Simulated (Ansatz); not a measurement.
**Sn: energy against volume**

Sn (diamond, Fd-3m, 36.862 Å³/atom and stress up to 0.01 GPa in the relaxed cell, cube axes along x, y and z) under an equal strain ε along all three axes. PBE in Ansatz, a plane-wave DFT program (PAW, default set), 420 eV, 15×15×15 Γ-centred mesh, Fermi-Dirac smearing 0.10 eV; ions are relaxed, or left where forces stay under 0.02 eV/Å, within the symmetry of each cell. Against the start cell, which lies near the measured one, the relaxed cell differs by 7.9 % in volume; the values below rest on it.

Here V stands for volume and E for E less E0.

| volume (Å³/atom) | E less E0 (meV/atom) | pressure (GPa) |
|---|---|---|
| 33.6433 | ? | ? |
| 34.6946 | 15.53 | 2.50 |
| 35.2283 | 8.47 | 1.80 |
| 35.7675 | 3.61 | 1.15 |
| 36.3122 | 0.82 | 0.55 |
| 36.8624 | 0.00 | 0.00 |
| 37.4181 | 1.03 | -0.52 |
| 37.9793 | 3.81 | -0.99 |
| 38.5462 | 8.23 | -1.43 |
| 39.1186 | 14.21 | -1.84 |

Using the third-order Birch-Murnaghan form, a cubic in V^(-2/3), estimate the missing E at V = 33.6433 from the other rows, showing the fit.

With u = V^(-2/3) - 0.0903, the rows have u = 0.0037067, 0.0027548, 0.0018172, 0.0008937, -0.0000160, -0.0009121, -0.0017948, -0.0026647, -0.0035217. Least squares gives E = -0.001 - 98.3·u + 1136935·u² + 5400486·u³. Residuals (row less fit): -0.001, 0.001, 0.003, -0.003, -0.001, 0.000, 0.003, -0.002, 0.000; standard error 0.003 (degrees of freedom: 5). Its minimum lies at u = 0.0000432, so V0 = (0.0903432)^(-3/2) = 36.83. There d²E/du² = 2275000 and d³E/du³ = 3.240e7, so B0 = (4/9) × 36.83^(-7/3) × 2275000 × 0.160218 = 35.9 GPa (the last factor turns the table's units into GPa), and B0' = 4 + (2/3) × 0.0903432 × (3.240e7)/2275000 = 4.9. B0' rests on the cubic coefficient alone and has a standard error of 0.1 from these residuals. At the withheld row, u = 0.0056550, so E = -0.001 - 98.3 × 0.0056550 + 1136935 × 0.0056550² + 5400486 × 0.0056550³ = 36.778 meV/atom. The calculation gives 36.77 meV/atom, 0.008 meV/atom below the prediction (0.0 % of the range of E in the table). The row lies outside the fitted rows, so this is an extrapolation. The scatter of the fitted rows lies at the last printed digit.

This level leaves no gap over 0.05 eV at strain -3.00, -2.00, -1.50, -1.00, -0.50, 0.00, 0.50, 1.00, 1.50, 2.00 %. Other structures, which can take over under pressure, weren't tried. The same form fitted to the pressure column gives B0' = 4.9; series where the two differ by over 0.4 aren't shown. Sn is here grey tin, stable below 13 °C. Rows are the converged runs of the series near zero and its far end, less any whose ions stayed unrelaxed beside relaxed ones; series whose fitted rows scatter by over a few per cent of the range, as at a crossing or softening among them, aren't shown in this form.
